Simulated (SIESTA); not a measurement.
Input and output of a self-consistent single point for NbAl₃ (I4/mmm, 4 atoms in the cell) (SIESTA)

Method: SIESTA with GGA PBEsol, numerical atomic orbitals TZP, PseudoDojo PBEsol standard norm-conserving potentials (rewritten from UPF to PSML).

The input file:

```
# files in the folder: Al.psml Nb.psml (PseudoDojo PBEsol standard)
SystemName  NbAl3
SystemLabel siesta

NumberOfAtoms                4
NumberOfSpecies              2
%block ChemicalSpeciesLabel
  1 13 Al
  2 41 Nb
%endblock ChemicalSpeciesLabel
LatticeConstant              1.0 Bohr
%block LatticeVectors
    -3.693216487    3.693216487    8.269730649
     3.693216487   -3.693216487    8.269730649
     3.693216487    3.693216487   -8.269730649
%endblock LatticeVectors
AtomicCoordinatesFormat      Ang
%block AtomicCoordinatesAndAtomicSpecies
     0.000000000    0.000000000    4.376153000  1
     0.000000000    1.954366000    2.188076500  1
     1.954366000    0.000000000    2.188076500  1
     0.000000000    0.000000000    0.000000000  2
%endblock AtomicCoordinatesAndAtomicSpecies

XC.functional                GGA
XC.authors                   PBEsol
PAO.BasisSize                TZP
PAO.EnergyShift              0.005 Ry
MeshCutoff                   400 Ry
%block kgrid.MonkhorstPack
   12   0   0  0.0
    0  12   0  0.0
    0   0  12  0.0
%endblock kgrid.MonkhorstPack
OccupationFunction           FD
ElectronicTemperature        1578.21 K

MaxSCFIterations             150
SCF.Mixer.Method             Pulay
SCF.Mixer.Weight             0.25
SCF.Mixer.History            8
SCF.DM.Tolerance             1.0E-04
Diag.ParallelOverK           true
WriteForces                  true
Charge.Mulliken              end
```

Log, with long lists cut:

```
reinit: Reading from file input.fdf

reinit: System Name: NbAl3
reinit: System Label: siesta

coor:   Atomic-coordinates input format  =     Cartesian coordinates
coor:                                          (in Angstroms)

siesta: Atomic coordinates (Bohr) and species
siesta:      0.00000   0.00000   8.26973  1        1
siesta:      0.00000   3.69322   4.13487  1        2
siesta:      3.69322   0.00000   4.13487  1        3
siesta:      0.00000   0.00000   0.00000  2        4

siesta: System type = bulk

initatomlists: Number of atoms, orbitals, and projectors:      4    76    72

siesta: ******************** Simulation parameters ****************************
redata: Spin configuration                          = none
redata: Time-Reversal Symmetry                      = T
redata: Number of Atomic Species                    =        2
redata: Mesh Cutoff                                 =   400.0000 Ry
redata: Net charge of the system                    =     0.0000 |e|
redata: Min. number of SCF Iter                     =        0
redata: Max. number of SCF Iter                     =      150
redata: SCF convergence failure will abort job
redata: SCF mix quantity                            = Hamiltonian
redata: Mix DM or H after convergence               =   F
redata: Recompute H after scf cycle                 =   F
redata: Mix DM in first SCF step                    =   T
redata: No kicks to SCF
redata: DM Mixing Weight for Kicks                  =     0.5000
redata: Require Harris convergence for SCF          =   F
redata: Harris energy tolerance for SCF             =     0.000100 eV
redata: Require DM convergence for SCF              =   T
redata: DM tolerance for SCF                        =     0.000100
redata: Require EDM convergence for SCF             =   F
redata: EDM tolerance for SCF                       =     0.001000 eV
redata: Require H convergence for SCF               =   T
   [... lines left out ...]
diag: Parallel distribution                         =     1 x     1
diag: Used triangular part                          = Lower
diag: Absolute tolerance                            =  0.100E-15
diag: Orthogonalization factor                      =  0.100E-05
diag: Memory factor                                 =  1.0000

superc: Internal auxiliary supercell:     7 x     7 x     9  =     441
superc: Number of atoms, orbitals, and projectors:   1764  33516  31752

                        Single-point calculation

superc: Internal auxiliary supercell:     7 x     7 x     9  =     441
superc: Number of atoms, orbitals, and projectors:   1764  33516  31752

outcell: Unit cell vectors (Ang):
       -1.954366    1.954366    4.376153
        1.954366   -1.954366    4.376153
        1.954366    1.954366   -4.376153

outcell: Cell vector modules (Ang)   :    5.175887    5.175887    5.175887
outcell: Cell angles (23,13,12) (deg):    135.6310    135.6310     64.5514
outcell: Cell volume (Ang**3)        :     66.8597
new_DM -- step:     1
Initializing Density Matrix...

Attempting to read DM from file... Failed...
DM filled with atomic data:

InitMesh: MESH = 54 x 54 x 48 = 139968
InitMesh: Mesh cutoff (required, used) =   400.000   433.852 Ry

stepf: Fermi-Dirac step function
        iscf     Eharris(eV)        E_KS(eV)     FreeEng(eV)     dDmax    Ef(eV) dHmax(eV)
   scf:    1    -1853.154881    -1879.319828    -1879.387559  1.881116 -4.567723 12.328536
   scf:    2    -1885.041175    -1884.352889    -1884.393133  0.197535 -5.461448  0.412228
   scf:    3    -1884.443232    -1884.408146    -1884.449548  0.030730 -5.423570  0.601693
   scf:    4    -1884.455999    -1884.435855    -1884.478071  0.039069 -5.476233  0.087219
   scf:    5    -1884.432538    -1884.435461    -1884.478638  0.009082 -5.463066  0.172925
   scf:    6    -1884.437255    -1884.436624    -1884.479671  0.002238 -5.475034  0.036604
   scf:    7    -1884.436617    -1884.436621    -1884.479687  0.001441 -5.477455  0.032812
   scf:    8    -1884.436736    -1884.436699    -1884.479727  0.000513 -5.480516  0.003818
   scf:    9    -1884.436682    -1884.436691    -1884.479728  0.000166 -5.480124  0.002253
   scf:   10    -1884.436696    -1884.436694    -1884.479728  0.000039 -5.480319  0.000176
SCF Convergence by DM+H criterion
max |DM_out - DM_in|         :     0.0000393741
max |H_out - H_in|      (eV) :     0.0001763874
SCF cycle converged after 10 iterations

Using DM_out to compute the final energy and forces

siesta: E_KS(eV) =            -1884.4367

siesta: E_KS - E_eggbox =     -1884.4367

siesta: Atomic forces (eV/Ang):
     1    0.000000    0.000000    0.000000
     2    0.000024   -0.000024    0.000000
     3   -0.000024    0.000024   -0.000000
     4   -0.000000   -0.000000    0.000000
   Tot    0.000000    0.000000    0.000000
   Max    0.000024
   Res    0.000014    sqrt( Sum f_i^2 / 3N )
   Max    0.000024    constrained

Stress tensor Voigt[x,y,z,yz,xz,xy] (kbar):       83.70       83.70       80.05        0.00        0.00        0.00
(Free)E + p*V (eV/cell)    -1887.9217
Target enthalpy (eV/cell)    -1884.4797

siesta: Program's energy decomposition (eV):
siesta: Ebs     =      -466.941471
siesta: Eions   =      3506.562113
siesta: Ena     =      1223.340435
siesta: Ekin    =       560.928262
siesta: Enl     =       243.157014
siesta: Eso     =         0.000000
siesta: Edftu   =         0.000000
siesta: DEna    =        35.112975
siesta: DUscf   =         1.195669
siesta: DUext   =         0.000000
siesta: Ex      =      -401.609251
siesta: Ec      =       -39.999685
siesta: Exc     =      -441.608935
siesta: Eharris =     -1884.436696
siesta: Etot    =     -1884.436694
siesta: FreeEng =     -1884.479728

siesta: Stress tensor (static) (eV/Ang**3):
siesta:     0.052240    0.000002    0.000002
siesta:     0.000002    0.052240    0.000002
siesta:     0.000002    0.000002    0.049961

siesta: Cell volume =         66.859679 Ang**3

siesta: Pressure (static):
siesta:                Solid            Molecule  Units
siesta:          -0.00056070         -0.00056069  Ry/Bohr**3
siesta:          -0.05148068         -0.05148021  eV/Ang**3
siesta:         -82.48114308        -82.48038705  kBar

mulliken: Atomic and Orbital Populations:

Species: Al
Atom  Qatom  Qorb
               3s      3s      3s      3py     3pz     3px     3py     3pz
               3px     3py     3pz     3px     3Pdxy   3Pdyz   3Pdz2   3Pdxz
               3Pdx2-y2
   1  3.089   0.156  -0.046   0.893  -0.279  -0.391  -0.279   0.292   0.542
              0.292   0.522   0.038   0.522   0.067   0.222   0.115   0.222

              0.203
   2  2.986   0.069   0.040   0.742  -0.281  -0.242  -0.281   0.457   0.377
              0.457   0.246   0.386   0.246   0.189   0.139   0.176   0.139

              0.129
   3  2.986   0.069   0.040   0.742  -0.281  -0.242  -0.281   0.457   0.377
              0.457   0.246   0.386   0.246   0.189   0.139   0.176   0.139

              0.129

Species: Nb
Atom  Qatom  Qorb
               4s      5s      5s      5s      4py     4pz     4px     5py
               5pz     5px     4dxy    4dyz    4dz2    4dxz    4dx2-y2 4dxy
               4dyz    4dz2    4dxz    4dx2-y2 4dxy    4dyz    4dz2    4dxz
               4dx2-y2
   4 12.939   1.883  -0.116   0.265   0.191   1.929   1.944   1.929   0.376
              0.488   0.376   0.122   0.272   0.374   0.272   0.244   0.140

              0.017   0.014   0.017   0.015   0.587   0.535   0.300   0.535

              0.232

mulliken: Qtot =       22.000

Mulliken Atomic Populations:
Atom #   charge [q] valence [e]  Species
     1    -0.088742    3.088742  Al
     2     0.013801    2.986199  Al
     3     0.013801    2.986199  Al
     4     0.061140   12.938860  Nb
 Total     0.000000
```

The run converged in 10 iterations.

The starting cell comes from a database of computed structures (which also holds hypothetical and non-ambient phases and stackings), without a prior relaxation at this level. Its lattice was rescaled by a random factor within 2.5 % of one. Spin polarisation is off. Values carry the incompleteness of an atom-centred basis. With a pressure of about -8 GPa the cell is away from its equilibrium volume at this level.

Cost on one core of a shared machine: roughly 9 min.
